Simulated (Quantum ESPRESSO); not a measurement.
Worked example: self-consistent single point of TaN (Fm-3m, 2 atoms in the cell) in Quantum ESPRESSO.

Level of theory: PBE, GBRV 1.5 ultrasoft (PBE) pseudopotentials (plane waves; Quantum ESPRESSO 7.5).

```
TaN
1.0
   -2.23454     0.00000     2.23454
    0.00000     2.23454     2.23454
   -2.23454     2.23454     0.00000
Ta N
1 1
Direct
  0.50000   0.50000   0.50000
  0.00000   0.00000   0.00000
```

Reference input (self-consistent single point, DFT, PBE, plane waves, GBRV 1.5 ultrasoft (PBE) pseudopotentials): ecutwfc = 40 Ry; ecutrho = 320 Ry; occupations = smearing; smearing = gauss; degauss = 0.0073499 Ry; potentials = {Ta: ta_pbe_v1.uspp.F.UPF, N: n_pbe_v1.2.uspp.F.UPF}; K_POINTS = automatic 9 9 9 0 0 0; conv_thr = 1e-10 Ry; mixing_beta = 0.5. This run's input differs from it in these lines:

```diff
@@ -12,4 +12,4 @@
     ntyp = 2,
-    ecutwfc = 40,
-    ecutrho = 320,
+    ecutwfc = 32,
+    ecutrho = 256,
     occupations = 'smearing',
```

The program printed (abridged):

```
     Self-consistent Calculation

     iteration #  1     ecut=    32.00 Ry     beta= 0.50

     negative rho (up, down):  9.424E-02 0.000E+00

     total energy              =    -161.94442887 Ry
     estimated scf accuracy    <       0.48978603 Ry

     iteration #  2     ecut=    32.00 Ry     beta= 0.50

     negative rho (up, down):  9.479E-02 0.000E+00

     total energy              =    -162.08874992 Ry
     estimated scf accuracy    <       0.26272732 Ry

     iteration #  3     ecut=    32.00 Ry     beta= 0.50

     negative rho (up, down):  9.593E-02 0.000E+00

     total energy              =    -162.13438574 Ry
     estimated scf accuracy    <       0.00237935 Ry

   [... 5 blocks of this kind left out ...]

     iteration #  9     ecut=    32.00 Ry     beta= 0.50

     negative rho (up, down):  9.583E-02 0.000E+00

     total energy              =    -162.13480520 Ry
     estimated scf accuracy    <       0.00000002 Ry

     iteration # 10     ecut=    32.00 Ry     beta= 0.50

     negative rho (up, down):  9.583E-02 0.000E+00
     End of self-consistent calculation

     the Fermi energy is    20.4825 ev

!    total energy              =    -162.13480521 Ry
     estimated scf accuracy    <          8.2E-11 Ry
     smearing contrib. (-TS)   =      -0.00038515 Ry
     internal energy E=F+TS    =    -162.13442005 Ry

     convergence has been achieved in  10 iterations

     negative rho (up, down):  9.583E-02 0.000E+00

     Forces acting on atoms (cartesian axes, Ry/au):

     atom    1 type  1   force =     0.00000000    0.00000000   -0.00000000
     atom    2 type  2   force =     0.00000000    0.00000000   -0.00000000

     Total force =     0.000000     Total SCF correction =     0.000000

     negative rho (up, down):  9.583E-02 0.000E+00
          total   stress  (Ry/bohr**3)                   (kbar)     P=     -142.11
  -0.00096606   0.00000000   0.00000000         -142.11        0.00        0.00
   0.00000000  -0.00096606   0.00000000            0.00     -142.11        0.00
   0.00000000   0.00000000  -0.00096606            0.00        0.00     -142.11

   JOB DONE.
```

The run converged in 10 iterations. Against the reference run the free energy rises by 55.8 meV/atom and the pressure goes from -12.30 to -14.21 GPa.

The starting cell comes from a database of computed structures (which also holds hypothetical and non-ambient phases and stackings), without a prior relaxation at this level. Its lattice was rescaled by a random factor within 2.5 % of one. Spin polarisation is off.
